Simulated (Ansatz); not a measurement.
Consider PbZrO₃ in the cubic perovskite structure (space group Pm-3m, No. 221; a = 4.141 Å; a cell from a computed database, its experimental status unchecked).

It is then changed as follows: every Pb is replaced by Sn, then cell and atoms are relaxed.

Levels (all Ansatz, an electronic-structure program, PAW): PBEsol (420 eV, no spin-orbit coupling); PBEsol+SOC (420 eV, noncollinear with spin-orbit coupling).

The geometry is relaxed with PBEsol.

- PBEsol pressure: -0.01 GPa
- PBEsol band gap: 1.69 eV

With PBEsol+SOC at the same geometry, the pressure is still -0.01 GPa; the band gap falls by 0.03 eV, from 1.69 eV to 1.66 eV; the hole mass is 0.18 mₑ along k, 0.83 mₑ across (at X).

Single points use the geometry relaxed with PBEsol. Differences between runs with and without spin-orbit coupling are approximate. Masses are band curvatures over ±0.01 Å⁻¹ around the edge. Along k means along the line from Γ to the band edge. Stability against distortions was not tested. As relaxed here, ZrSnO3 is a hypothetical phase, not in the database extracts checked. Many cubic perovskites are stable only at high temperature; tilts and polar distortions were not tested.
